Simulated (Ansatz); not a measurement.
## A computed series for CdSe: response to strain

Start from CdSe in the zinc blende structure (space group F-43m, No. 216; a = 6.0075 Å).

Strains are applied to the cell and any free atomic positions relax.

Calculations: LDA in Ansatz (plane waves to 420 eV, PAW, without spin-orbit coupling).

Notes on the quantities. energy relative to the base: free energy F; hole mass: degenerate bands, along [100].

```json
[
 {"variant": "base", "pressure": "0.00 GPa", "energy relative to the base": "0 meV/atom", "band gap": "0.41 eV", "hole mass": "0.042, 0.62, 0.62 mₑ (at Γ)", "electron mass": "0.041 mₑ (at Γ)"},
 {"variant": "isotropic strain −2.50 %", "pressure": "5.26 GPa", "energy relative to the base": "+30 meV/atom", "band gap": "0.55 eV", "hole mass": "0.053, 0.56, 0.56 mₑ (at Γ)", "electron mass": "0.052 mₑ (at Γ)"},
 {"variant": "isotropic strain −2.00 %", "pressure": "4.05 GPa", "energy relative to the base": "+19 meV/atom", "band gap": "0.52 eV", "hole mass": "0.051, 0.57, 0.57 mₑ (at Γ)", "electron mass": "[?]"},
 {"variant": "isotropic strain −1.50 %", "pressure": "[?]", "energy relative to the base": "+11 meV/atom", "band gap": "0.49 eV", "hole mass": "0.049, 0.58, 0.58 mₑ (at Γ)", "electron mass": "0.048 mₑ (at Γ)"},
 {"variant": "isotropic strain −1.00 %", "pressure": "1.88 GPa", "energy relative to the base": "+4.6 meV/atom", "band gap": "0.46 eV", "hole mass": "0.046, 0.60, 0.60 mₑ (at Γ)", "electron mass": "0.045 mₑ (at Γ)"},
 {"variant": "isotropic strain +0.50 %", "pressure": "-0.83 GPa", "energy relative to the base": "+1.1 meV/atom", "band gap": "0.38 eV", "hole mass": "0.039, 0.64, 0.64 mₑ (at Γ)", "electron mass": "0.038 mₑ (at Γ)"},
 {"variant": "isotropic strain +1.00 %", "pressure": "-1.61 GPa", "energy relative to the base": "+4.2 meV/atom", "band gap": "0.35 eV", "hole mass": "0.037, 0.65, 0.65 mₑ (at Γ)", "electron mass": "0.036 mₑ (at Γ)"},
 {"variant": "isotropic strain +1.50 %", "pressure": "-2.33 GPa", "energy relative to the base": "+9.4 meV/atom", "band gap": "0.32 eV", "hole mass": "0.034, 0.66, 0.66 mₑ (at Γ)", "electron mass": "0.033 mₑ (at Γ)"},
 {"variant": "isotropic strain +2.00 %", "pressure": "-2.99 GPa", "energy relative to the base": "[?]", "band gap": "0.29 eV", "hole mass": "0.031, 0.68, 0.68 mₑ (at Γ)", "electron mass": "0.031 mₑ (at Γ)"},
 {"variant": "isotropic strain +3.00 %", "pressure": "-4.17 GPa", "energy relative to the base": "+36 meV/atom", "band gap": "0.23 eV", "hole mass": "–", "electron mass": "–"}
]
```

Task: Complete the table.

Result: 
- isotropic strain −2.00 %, electron mass: 0.050 mₑ (at Γ)
- isotropic strain −1.50 %, pressure: 2.93 GPa
- isotropic strain +2.00 %, energy relative to the base: +16 meV/atom

Effective masses come from finite differences of ±0.01 Å⁻¹. Whether these cells are dynamically stable was not tested. The zero or small gap of CdSe under isotropic strain +2.00 % and CdSe under isotropic strain +3.00 % can change with the level of theory.

Ansatz is an electronic-structure program.
